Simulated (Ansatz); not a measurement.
Results of r²SCAN (plane waves, PAW; Ansatz, a program for electronic structure) for Ga₂O₃ (model structure, started from the stibnite type, Pnma, No. 62, 20 atoms in the cell).

The input as run:

Ansatz 0.2 input:
```yaml
crystal:
  lattice:
    - [10.8334535044, 0.0, 0.0]
    - [0.0, 2.9551378862, 0.0]
    - [0.0, 0.0, 7.3637111432]
  atoms:
    - { symbol: Ga, position: [0.9517089438, 0.25, 0.1435502966] }
    - { symbol: Ga, position: [0.4517089438, 0.25, 0.3564497034] }
    - { symbol: Ga, position: [0.0482910562, 0.75, 0.8564497034] }
    - { symbol: Ga, position: [0.5482910562, 0.75, 0.6435502966] }
    - { symbol: Ga, position: [0.6144958379, 0.25, 0.9838679731] }
    - { symbol: Ga, position: [0.1144958379, 0.25, 0.5161320269] }
    - { symbol: Ga, position: [0.3855041621, 0.75, 0.0161320269] }
    - { symbol: Ga, position: [0.8855041621, 0.75, 0.4838679731] }
    - { symbol: O, position: [0.3365465334, 0.25, 0.162717511] }
    - { symbol: O, position: [0.8365465334, 0.25, 0.337282489] }
    - { symbol: O, position: [0.6634534666, 0.75, 0.837282489] }
    - { symbol: O, position: [0.1634534666, 0.75, 0.662717511] }
    - { symbol: O, position: [0.4484371413, 0.25, 0.8557702977] }
    - { symbol: O, position: [0.9484371413, 0.25, 0.6442297023] }
    - { symbol: O, position: [0.5515628587, 0.75, 0.1442297023] }
    - { symbol: O, position: [0.0515628587, 0.75, 0.3557702977] }
    - { symbol: O, position: [0.5998493404, 0.25, 0.5093004676] }
    - { symbol: O, position: [0.0998493404, 0.25, 0.9906995324] }
    - { symbol: O, position: [0.4001506596, 0.75, 0.4906995324] }
    - { symbol: O, position: [0.9001506596, 0.75, 0.0093004676] }
basis:
  ecutwfc: 560
  ecutrho_ratio: 4
  xc_grid: 3
kpoints:
  mp_grid: { grid: [4, 12, 4] }
  band_path:
    path:
      - [0.0, 0.0, 0.0]
      - [0.25, 0.0, 0.0]
      - [0.5, 0.0, 0.0]
      - [0.5, 0.05, 0.0]
      - [0.5, 0.1, 0.0]
      - [0.5, 0.15, 0.0]
      - [0.5, 0.2, 0.0]
      - [0.5, 0.25, 0.0]
      - [0.5, 0.3, 0.0]
      - [0.5, 0.35, 0.0]
      - [0.5, 0.4, 0.0]
      - [0.5, 0.45, 0.0]
      - [0.5, 0.5, 0.0]
      - [0.25, 0.5, 0.0]
      - [0.0, 0.5, 0.0]
      - [0.0, 0.45, 0.0]
      - [0.0, 0.4, 0.0]
      - [0.0, 0.35, 0.0]
      - [0.0, 0.3, 0.0]
      - [0.0, 0.25, 0.0]
      - [0.0, 0.2, 0.0]
      - [0.0, 0.15, 0.0]
      - [0.0, 0.1, 0.0]
      - [0.0, 0.05, 0.0]
      - [0.0, 0.0, 0.166667]
      - [0.0, 0.0, 0.333333]
      - [0.0, 0.0, 0.5]
      - [0.25, 0.0, 0.5]
      - [0.5, 0.0, 0.5]
      - [0.5, 0.05, 0.5]
      - [0.5, 0.1, 0.5]
      - [0.5, 0.15, 0.5]
      - [0.5, 0.2, 0.5]
      - [0.5, 0.25, 0.5]
      - [0.5, 0.3, 0.5]
      - [0.5, 0.35, 0.5]
      - [0.5, 0.4, 0.5]
      - [0.5, 0.45, 0.5]
      - [0.5, 0.5, 0.5]
      - [0.25, 0.5, 0.5]
      - [0.0, 0.5, 0.5]
      - [0.0, 0.45, 0.5]
      - [0.0, 0.4, 0.5]
      - [0.0, 0.35, 0.5]
      - [0.0, 0.3, 0.5]
      - [0.0, 0.25, 0.5]
      - [0.0, 0.2, 0.5]
      - [0.0, 0.15, 0.5]
      - [0.0, 0.1, 0.5]
      - [0.0, 0.05, 0.5]
      - [0.5, 0.0, 0.166667]
      - [0.5, 0.0, 0.333333]
      - [0.0, 0.5, 0.166667]
      - [0.0, 0.5, 0.333333]
      - [0.5, 0.5, 0.166667]
      - [0.5, 0.5, 0.333333]
    npoints: 1
hamiltonian:
  xc: r2scan
  dispersion: none
  pseudopotentials: { kind: paw }
scf:
  occupations: { method: fermi_dirac, width: 0.01 }
  convergence: { dr2_threshold: 0.000000002 }
output:
  forces: true
  stress: true
  eigenvalues: true
  write_bands: true
```

Excerpt of the program's output:

```
Crystal: 20 atoms, lattice volume = 235.744 Å³
Basis set: ecut = 560 eV, 7099 PW (Γ), exchange–correlation on 270×72×180 points (27 copies of the dense FFT grid, shifted against one another)
Bands: 108, of which v1, the nominal top of the filled ones, is band 88 counted from 1 (87 counted from 0)
Symmetry: 8 space group operations
Space group: Pnma (ITA 62), of the structure as read, at distance tolerance 6.2e-5 Å
k-points: 63 of 192
Functional: x = r2scan, c = r2scan; τ floored in thin density (d = 2e-4 eV/Å³)
SCF iter   1: F=—  HF=-37148.417570 eV  |F-HF|=—  |Δ(HF+E_count)|=         —  Δρ=1.37e-2  dr2=2.55e-1  dr2_τ=7.74e-1
SCF iter   2: F=—  HF=-37148.790419 eV  |F-HF|=—  |Δ(HF+E_count)|=   3.73e-1  Δρ=6.76e-3  dr2=7.27e-2  dr2_τ=2.64e-3
  ...
SCF iter  10: F=—  HF=-37148.785334 eV  |F-HF|=—  |Δ(HF+E_count)|=   3.14e-9  Δρ=1.36e-6  dr2=3.52e-9  dr2_τ=4.87e-10
SCF iter  11: F=-37148.785334 eV  HF=-37148.785334 eV  |F-HF|=5.82e-11  |Δ(HF+E_count)|=  2.91e-11  Δρ=4.46e-7  dr2=3.95e-10  dr2_τ=4.24e-11
SCF 1 converged in 11 iterations: F = -37148.785334 eV  dr2 = 3.95e-10
SCF converged after 11 iterations
Free energy (F): -37148.785334 eV
Internal energy: -37148.785334 eV  (E = F + TS)
E sigma→0 (E₀):  -37148.785334 eV
Fermi energy:    7.294178 eV
--- Forces (eV/Å), atoms counted from 1 ---
  atom   1  Ga     0.00019801     0.00000000    -0.00330036
  atom   2  Ga     0.00019801    -0.00000000     0.00330036
  atom   3  Ga    -0.00019801    -0.00000000     0.00330036
  atom   4  Ga    -0.00019801     0.00000000    -0.00330036
  atom   5  Ga     0.00244027     0.00000000    -0.00175955
  atom   6  Ga     0.00244027    -0.00000000     0.00175955
  atom   7  Ga    -0.00244027    -0.00000000     0.00175955
  atom   8  Ga    -0.00244027     0.00000000    -0.00175955
  atom   9  O     -0.00066090     0.00000000    -0.00128995
  atom  10  O     -0.00066090    -0.00000000     0.00128995
  atom  11  O      0.00066090    -0.00000000     0.00128995
  atom  12  O      0.00066090     0.00000000    -0.00128995
  atom  13  O      0.00029973    -0.00000000    -0.00004365
  atom  14  O      0.00029973     0.00000000     0.00004365
  atom  15  O     -0.00029973     0.00000000     0.00004365
  atom  16  O     -0.00029973    -0.00000000    -0.00004365
  atom  17  O      0.00031290    -0.00000000     0.00025510
  atom  18  O      0.00031290     0.00000000    -0.00025510
  atom  19  O     -0.00031290     0.00000000    -0.00025510
  atom  20  O     -0.00031290    -0.00000000     0.00025510
--- Stress (GPa, compression-positive) ---
        0.014091      -0.000000       0.000000
       -0.000000       0.015606       0.000000
        0.000000       0.000000       0.002876
  P = ⅓ Tr σ = 0.0109 GPa (0.109 kbar)
```

The PAW data were made under PBE.

Note: the relaxation could raise the start's symmetry but not lower it, so the cell can be a saddle point.

A model structure was made by putting elements into a prototype or built by hand; it is no filed structure, need not be a known phase, and can be a saddle point held by its symmetry.
